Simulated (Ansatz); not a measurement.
Mo: response to strain

The parent structure is Mo in the bcc (W type) structure (space group Im-3m, No. 229; a = 3.151 Å; relaxed with 0.1 eV smearing). Axes: x, y, z lie along the cube axes.

Strains are applied to the cell and any free atomic positions relax.

The values are results of r2SCAN (Ansatz, a program for electronic structure; PAW; 500 eV plane waves; no spin-orbit coupling), not measurements.

Notes on the quantities. energy relative to the base: free energy F.

```tsv
change	energy relative to the base	volume per atom
base	0 meV/atom	15.64 Å³
uniaxial strain ε_zz = −3.00 %	?	15.17 Å³
uniaxial strain ε_zz = −2.50 %	+16 meV/atom	15.25 Å³
uniaxial strain ε_zz = −2.00 %	+10 meV/atom	15.33 Å³
uniaxial strain ε_zz = −1.50 %	+5.6 meV/atom	15.41 Å³
uniaxial strain ε_zz = −1.00 %	+2.4 meV/atom	15.49 Å³
uniaxial strain ε_zz = −0.50 %	+0.6 meV/atom	15.56 Å³
```

Task: Fill in the withheld entries from the trend.

Result: 
- uniaxial strain ε_zz = −3.00 %, energy relative to the base: +23 meV/atom

Stability against distortions was not tested. The final runs are not spin-polarised.
